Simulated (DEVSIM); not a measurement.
Structure: Schottky contact on n-type Ge, at 250 K.

Layer 1 from the left is Ge, thickness (μm) 0.580, Nd (cm⁻³) 9e15, τn (s) 2.5e-7, τp (s) 2.5e-7. Layer 2 from the left is Ge, thickness (μm) 41.0, Nd (cm⁻³) 1.5e18, τn (s) 2.5e-7, τp (s) 2.5e-7.

Left contact: Schottky, work function 4.52 eV, emission velocity 3e6 cm/s. Right contact: ohmic. Voltage is applied to the left contact. Recombination: SRH at mid-gap. Mobility is constant in doping.

This is a model device: material constants are rounded textbook-type values typed into the input, and sizes, dopings and lifetimes were drawn at random. Values at 300 K; Nc and Nv go as T^1.5, mobilities as T to minus their exponent, the gap by Varshni's rule with the affinity fixed.

Ge: gap (eV) 0.664, affinity (eV) 4, permittivity 16, Nc (cm⁻³) 1.04e19, Nv (cm⁻³) 6e18, μn (cm²/Vs) 3900, μp (cm²/Vs) 1900, T exponent of μn 1.66, T exponent of μp 2.33, Varshni α (eV/K) 0.000477, Varshni β (K) 235.

DEVSIM, 1D drift-diffusion, Boltzmann statistics, complete ionisation; no tunnelling, impact ionisation, image-force lowering or self-heating. Metal contacts follow the ideal Schottky-Mott rule: no Fermi-level pinning, no interface dipoles.

Dark forward current:

| |V| (V) | |J| (A/cm²) |
|---|---|
| 0.05 | 0.001125 |
| 0.10 | 0.01254 |
| 0.15 | 0.1283 |
| 0.20 | 1.300 |
| 0.25 | 13.06 |
| 0.30 | 124.5 |
| 0.35 | 895.0 |
| 0.40 | 3481 |

Q: Work out the local ideality factor n = ΔV / (kT/q · ln(J2/J1)) between the rows 0.10 and 0.15 V, 0.35 and 0.40 V.

A: kT/q = 21.54 mV. From 0.10 to 0.15 V: ln(0.1283/0.01254) = 2.325, n = 1.00, near the 1 of diffusion or emission over a barrier. From 0.35 to 0.40 V: ln(3481/895.0) = 1.358, n = 1.71; the layers' resistance at their doping, Σ W/(qμN) = 1.1e-5 Ω cm², would take 28 mV of this step of 50 mV.

Q: Estimate the current at 0.20 V for emission alone, J0 = q v N_band exp(−φB/kT), and read the barrier back from the simulated current.

A: φB = 0.520 eV, N_band = 7.91e18 cm⁻³, J0 = 0.000125 A/cm²; J = J0 (exp(qV/kT) − 1) = 1.34 A/cm². The simulation gives 1.30 A/cm²; the estimate lies 3.3 % above. Read backwards, the simulated current gives an apparent barrier of 0.521 eV. The estimate leaves out transport through the depletion region and minority injection.
